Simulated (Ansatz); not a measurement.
Consider ZnO in the wurtzite structure (space group P6_3mc, No. 186; a = 3.2352 Å, c = 5.2113 Å).

Structures relaxed with r2SCAN in Ansatz (plane waves to 500 eV, PAW, no spin-orbit coupling), earlier PAW set.

Base:

Simulated powder pattern, Cu Kα, λ = 1.54184 Å (kinematic, ideal powder, no thermal factors, no anomalous dispersion; the 14 strongest lines at most, above 2 %, up to 2θ = 90°):

| 2θ (°) | I/Imax (%) | hkl |
|---|---|---|
| 31.94 | 51 | (100) |
| 34.42 | 39 | (002) |
| 36.41 | 100 | (101) |
| 47.66 | 23 | (102) |
| 56.92 | 35 | (110) |
| 62.96 | 33 | (103) |
| 66.78 | 5.0 | (200) |
| 68.24 | 28 | (112) |
| 69.48 | 15 | (201) |
| 72.56 | 2.5 | (004) |
| 77.33 | 4.8 | (202) |
| 81.47 | 2.7 | (104) |
| 89.98 | 12 | (203) |

Modification: the cell is scaled by 0.9925 in all directions; the atoms relax in the strained cell.

**Question.** Predict the new powder pattern.

**Answer.** 
Simulated powder pattern, Cu Kα, λ = 1.54184 Å (kinematic, ideal powder, no thermal factors, no anomalous dispersion; the 14 strongest lines at most, above 2 %, up to 2θ = 90°):

```csv
2θ (°),I/Imax (%),hkl
32.19,51,(100)
34.69,39,(002)
36.69,100,(101)
48.04,23,(102)
57.39,34,(110)
63.49,33,(103)
67.35,5.0,(200)
68.83,28,(112)
70.08,15,(201)
73.20,2.5,(004)
78.03,4.8,(202)
82.22,2.7,(104)
```

The indices refer to the base's conventional cell; one index is shown for lines that coincide.

Stability against distortions was not tested.

Ansatz is a program for electronic structure.
